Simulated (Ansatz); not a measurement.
Sr in the diamond structure (space group Fd-3m, No. 227; a hypothetical phase, not in the database extracts checked)

```cif
data_Sr8
_chemical_formula_sum 'Sr8'
_space_group_name_H-M_alt 'Fd-3m :1'
_space_group_IT_number 227
_space_group_name_Hall 'F 4d 2 3 -1d'
_cell_length_a 9.63629
_cell_length_b 9.63629
_cell_length_c 9.63629
_cell_angle_alpha 90.000
_cell_angle_beta 90.000
_cell_angle_gamma 90.000
loop_
_atom_site_label
_atom_site_type_symbol
_atom_site_symmetry_multiplicity
_atom_site_Wyckoff_symbol
_atom_site_fract_x
_atom_site_fract_y
_atom_site_fract_z
_atom_site_occupancy
Sr1 Sr 8 a 0.00000 0.00000 0.00000 1
```
(The calculation used a cell of 2 atoms; values per cell refer to that cell.)

Level of theory: Ansatz (a quantum-chemistry and plane-wave program) PBE, no SOC. Γ-centred 9×9×9 mesh, Fermi–Dirac width 0.05 eV.

```yaml
volume_per_atom: 111.85 Å³
density: 1.30 g/cm³
band_gap: zero
total_energy: -3543.264 eV/atom (σ→0; compares only within this code and set-up)
```

Whether these cells are dynamically stable was not tested.
